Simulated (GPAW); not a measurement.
Band structure of Ag (Fm-3m, 1 atom in the cell).

```
CELL_PARAMETERS angstrom
      0.00000     2.06080     2.06080
      2.06080     0.00000     2.06080
      2.06080     2.06080     0.00000
ATOMIC_POSITIONS crystal
  Ag 0.00000 0.00000 0.00000
```

Level of theory: PBE, GPAW PAW datasets PBE (gpaw-data 1.0.1) (plane waves; GPAW).

Settings: mode = pw; ecut = 550 eV; xc = PBE; kpts = 9 9 9; mesh shift (steps) = 0 0 0; occupations.name = methfessel-paxton; occupations.width = 0.272 eV; occupations.order = 0; nbands = -5; convergence.density = 1e-05 e/electron; convergence.energy = 1e-05 eV/electron; symmetry.symmorphic = false; symmetry.tolerance = 0.0005; maxiter = 150.

The starting cell comes from a database of computed structures (which also holds hypothetical and non-ambient phases and stackings), without a prior relaxation at this level. Its lattice was rescaled by a random factor within 2.5 % of one.

Levels in eV from the Fermi level, bands 5 to 12:
```csv
point,5,6,7,8,9,10,11,12
Γ,-4.90,-4.90,-4.90,-3.91,-3.91,15.94,19.43,19.43
X,-6.33,-3.17,-2.94,-2.94,1.38,6.35,10.36,10.36
W,-5.16,-5.16,-3.90,-2.94,5.65,5.65,6.60,7.86
K,-5.64,-4.21,-3.70,-3.21,4.01,4.94,6.78,12.42
L,-4.92,-4.92,-3.14,-3.14,-0.57,3.28,15.12,17.62
U,-5.64,-4.21,-3.70,-3.21,4.01,4.94,6.78,12.42
```

Bands cross the Fermi level along this path, so the cell is metallic at this level.
